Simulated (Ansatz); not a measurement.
GaAs (space group Pa-3, No. 205; a cell from a computed database, its experimental status unchecked)

```xyz
16
Lattice="6.9270 0.0000 0.0000 0.0000 6.9270 0.0000 0.0000 0.0000 6.9270" Properties=species:S:1:pos:R:3 pbc="T T T"
Ga     2.3693     2.3693     2.3693
Ga     4.5578     4.5578     4.5578
Ga     1.0943     4.5578     5.8328
Ga     5.8328     2.3693     1.0943
Ga     5.8328     1.0943     4.5578
Ga     1.0943     5.8328     2.3693
Ga     4.5578     5.8328     1.0943
Ga     2.3693     1.0943     5.8328
As     0.9693     0.9693     0.9693
As     5.9578     5.9578     5.9578
As     2.4943     5.9578     4.4328
As     4.4328     0.9693     2.4943
As     4.4328     2.4943     5.9578
As     2.4943     4.4328     0.9693
As     5.9578     4.4328     2.4943
As     0.9693     2.4943     4.4328
```

Method: Ansatz (a program for electronic structure), PBEsol, PAW, cutoff 420 eV, scalar-relativistic without spin-orbit coupling. Settings: 6×6×6 k-points, 0.05 eV Fermi–Dirac smearing.

The volume per atom comes out as 20.77 Å³. The density comes out as 5.78 g/cm³, the band gap is zero and the total energy is -4278.308 eV/atom (σ→0; compares only within this code and set-up).

Stability against distortions was not tested. The final runs are not spin-polarised. This is not the structure that GaAs has at room temperature and ambient pressure. A zero or small gap of GaAs can be the functional's error rather than a property of the material.
